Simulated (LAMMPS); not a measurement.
Molecular dynamics of a melt made from Ni (fcc), 4000 atoms, at 1900 K and 0 GPa, brought to that temperature within a few picoseconds.

Level of theory: classical MD, pair style eam, the elements' _u3.eam files (universal-3 set of Foiles, Baskes and Daw), run in LAMMPS.

### Question
Predict the enthalpy per atom, the first peak of g(r).

### Answer
enthalpy per atom: -3.7073 ± 0.0002 eV; first peak of g(r): 2.44 Å, height 2.7.
